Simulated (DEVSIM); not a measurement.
System: Al0.1Ga0.9As/GaAs p-n heterojunction, at 250 K.

```
layer (left to right)      material  thickness (μm)  Nd (cm⁻³)  Na (cm⁻³)   τn (s)   τp (s)
---------------------  ------------  --------------  ---------  ---------  -------  -------
1                      Al0.1Ga0.9As           0.150          -     2.2e16  4.9e-10  4.9e-10
2                              GaAs            2.80     1.5e16          -  4.9e-10  4.9e-10
```

Left contact: ohmic. Right contact: ohmic. Voltage is applied to the left contact. Recombination: SRH at mid-gap, radiative. Mobility is μmin + (μ − μmin)/(1 + (N/Nref)^α).

This is a model device: material constants are rounded textbook-type values typed into the input, and sizes, dopings and lifetimes were drawn at random. Values at 300 K; Nc and Nv go as T^1.5, mobilities as T to minus their exponent, the gap by Varshni's rule with the affinity fixed. The table also holds parameters that only a changed run uses.

```csv
parameter,Al0.1Ga0.9As,GaAs
gap (eV),1.5487,1.424
affinity (eV),3.991,4.07
permittivity,12.62,12.9
Nc (cm⁻³),5.17e17,4.7e17
Nv (cm⁻³),9e18,9e18
μn (cm²/Vs),6520,8500
μp (cm²/Vs),317,400
"μn,min",500,500
"μp,min",20,20
"Nref,n",6e16,6e16
"Nref,p",1.5e17,1.5e17
αn,0.39,0.39
αp,0.38,0.38
T exponent of μn,2.1,2.1
T exponent of μp,2.2,2.2
B (cm³/s),2e-10,2e-10
Cn (cm⁶/s),1e-30,1e-30
Cp (cm⁶/s),1e-30,1e-30
Varshni α (eV/K),0.000541,0.000541
Varshni β (K),204,204
```

DEVSIM, 1D drift-diffusion, Boltzmann statistics, complete ionisation; no tunnelling, impact ionisation, image-force lowering or self-heating. Band offsets follow the typed affinities; no thermionic-emission limit at abrupt steps, no polarisation charge.

Base results: potential step across the device at zero bias (V) 1.300; largest field in the device at zero bias (V/cm) 58000; dark forward voltage at 100 A/cm² (V) 1.223; dark forward voltage at 1 A/cm² (V) 1.104.

Task: What follows from this one change: doping Na of layer 1 2.2e+16 → 6.6e+17 cm^-3?

Result: potential step across the device at zero bias 1.300 → 1.373 V; largest field in the device at zero bias 58000 → 87000 V/cm; dark forward voltage at 100 A/cm² little changed (1.227 V); dark forward voltage at 1 A/cm² little changed (1.106 V).

Task: What follows from this one change: doping Nd of layer 2 1.5e+16 → 4.5e+16 cm^-3?

Result: potential step across the device at zero bias 1.300 → 1.324 V; largest field in the device at zero bias 58000 → 79000 V/cm; dark forward voltage at 100 A/cm² 1.223 → 1.236 V; dark forward voltage at 1 A/cm² 1.104 → 1.127 V.

Task: What follows from this one change: temperature 250 → 400 K?

Result: potential step across the device at zero bias 1.300 → 1.067 V; largest field in the device at zero bias 58000 → 51000 V/cm; dark forward voltage at 100 A/cm² 1.223 → 0.950 V; dark forward voltage at 1 A/cm² 1.104 → 0.763 V.

Task: What follows from this one change: constant mobility in place of the doping-dependent one?

Result: potential step across the device at zero bias little changed (1.300 V); largest field in the device at zero bias little changed (58000 V/cm); dark forward voltage at 100 A/cm² 1.223 → 1.216 V; dark forward voltage at 1 A/cm² little changed (1.101 V).
